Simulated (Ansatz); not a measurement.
The starting structures come from a database of crystals and need not be the phases stable at ambient conditions.

Inside the gap of an insulator the Bloch states are evanescent, with a wavenumber k + iκ along the transport direction.

Here is the system:

```yaml
crystal:
  lattice:
    - [6.51968, 0.00000, 0.00000]
    - [-3.25984, 5.64621, 0.00000]
    - [0.00000, 0.00000, 12.93642]
  atoms:
    - { symbol: Cu, position: [0.00000, 0.00000, 0.75000] }
    - { symbol: Cu, position: [0.00000, 0.00000, 0.25000] }
    - { symbol: Bi, position: [0.33333, 0.66667, 0.75000] }
    - { symbol: Bi, position: [0.66667, 0.33333, 0.25000] }
    - { symbol: P, position: [0.66667, 0.33333, 0.83776] }
    - { symbol: P, position: [0.33333, 0.66667, 0.16224] }
    - { symbol: P, position: [0.66667, 0.33333, 0.66224] }
    - { symbol: P, position: [0.33333, 0.66667, 0.33776] }
    - { symbol: Se, position: [0.02791, 0.70601, 0.11602] }
    - { symbol: Se, position: [0.97209, 0.29399, 0.88398] }
    - { symbol: Se, position: [0.29399, 0.32190, 0.11602] }
    - { symbol: Se, position: [0.70601, 0.67810, 0.88398] }
    - { symbol: Se, position: [0.67810, 0.97209, 0.11602] }
    - { symbol: Se, position: [0.32190, 0.02791, 0.88398] }
    - { symbol: Se, position: [0.67810, 0.70601, 0.38398] }
    - { symbol: Se, position: [0.32190, 0.29399, 0.61602] }
    - { symbol: Se, position: [0.02791, 0.32190, 0.38398] }
    - { symbol: Se, position: [0.97209, 0.67810, 0.61602] }
    - { symbol: Se, position: [0.29399, 0.97209, 0.38398] }
    - { symbol: Se, position: [0.70601, 0.02791, 0.61602] }
```

Space group of this cell: P-31c. The cell was relaxed by PBE-D3(BJ); by r2SCAN its mean pressure is 1.0 GPa.

Transport runs along the normal of the first two printed cell vectors, the (001) plane of the conventional cell.

The gap is the functional's own, uncorrected, and κ follows it; spin-orbit coupling is left out. Mid-gap values are interpolated between the computed energies.

State the band gap and the smallest decay constant κ at mid-gap according to r2SCAN (Ansatz, a quantum-chemistry and plane-wave program).

Gap 0.83 eV on a 6×6×4 mesh; κ = 0.152 1/Å, at the zone centre.
